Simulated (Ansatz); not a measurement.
Adsorption energy and surface dipole of Cl on the 1x1 (101) surface of tetragonal HfO2 (a metastable polymorph) (cut with top plane O), one in a 2x1 cell, started at the site 'bridge Hf-O (span 2.0 Å)', worked from the runs' numbers; total energies count from the potentials' own zero.

Host crystal: tetragonal HfO2, with a band gap (PBE, scalar-relativistic without spin-orbit coupling).

Computed with PBE (plane waves to 420 eV, PAW; Ansatz, a quantum-chemistry and plane-wave program).

Model: 37-atom slab, 7.6 Å thick at the start under the adsorbate (thin: gaps and levels are the slab's own), 3x3x1 mesh, Fermi-Dirac 0.01 eV, dipole correction, 16 atoms held, the rest relaxed; no symmetry held; spin-polarised, ending with about 1.0 μB a cell; orders that need a larger cell were not tried, no spin-orbit, no U, no dispersion correction. At the end it is bonded to Hf. In PBE it is, or lies within 0.03 eV of, the lowest of the starts that converged.

```tsv
quantity	value
slab with the adsorbate	-203410.921 eV
clean slab, same cell and mesh	-202331.940 eV
reference, ½ Cl2(g)	-1079.444 eV
area of the cell	45.99 Å²
change of the step from the bottom to the top vacuum level	0.487 eV
```

Problem. What is the adsorption energy against this reference?

Solution. E(slab + adsorbate) − E(slab) − E(reference) = 0.46 eV, so in this state the adsorbate is less stable than in the reference, at a coverage of 2.17 a nm².

Problem. What dipole does adsorption add to the slab along the outward normal (Helmholtz relation, ε₀ = 0.005526 e/(V·Å))?

Solution. p = −ε₀·A·ΔV = -0.124 e·Å = -0.60 D; its negative end points to the vacuum, which raises the vacuum level.
